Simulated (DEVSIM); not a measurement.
System: Al/Si3N4/p-Si capacitor, at 300 K.

```tsv
layer (left to right)	material	thickness (nm)	Na (cm⁻³)
1	Si3N4	2.30	-
2	Si	18000	5e13
```

Metal gate on the left, work function 4.1 eV. Fixed charge at the semiconductor interface -2e11 cm⁻² (in units of +e); no interface traps.

This is a model device: material constants are rounded textbook-type values typed into the input, and sizes, dopings and lifetimes were drawn at random. Values at 300 K.

| parameter | Si3N4 | Si |
|---|---|---|
| gap (eV) | 5.1 | 1.124 |
| affinity (eV) | 2.1 | 4.05 |
| permittivity | 7.5 | 11.7 |
| Nc (cm⁻³) | - | 2.86e19 |
| Nv (cm⁻³) | - | 3.1e19 |

DEVSIM, 1D Poisson equation in equilibrium, Boltzmann statistics, complete ionisation; no quantum confinement or tunnelling. Metal contacts follow the ideal Schottky-Mott rule: no Fermi-level pinning, no interface dipoles.

**Question.** Give the band bending (positive: bands bend down) and minority sheet density.

**Answer.** 
```json
[
 {"Vg (V)": "-1.2", "ψs (V)": "-0.335", "minority carriers (cm⁻²)": "< 1e8"},
 {"Vg (V)": "-0.9", "ψs (V)": "-0.175", "minority carriers (cm⁻²)": "< 1e8"},
 {"Vg (V)": "-0.6", "ψs (V)": "0.118", "minority carriers (cm⁻²)": "< 1e8"},
 {"Vg (V)": "-0.3", "ψs (V)": "0.417", "minority carriers (cm⁻²)": "2.6e8"},
 {"Vg (V)": "0", "ψs (V)": "0.688", "minority carriers (cm⁻²)": "5.2e11"}
]
```
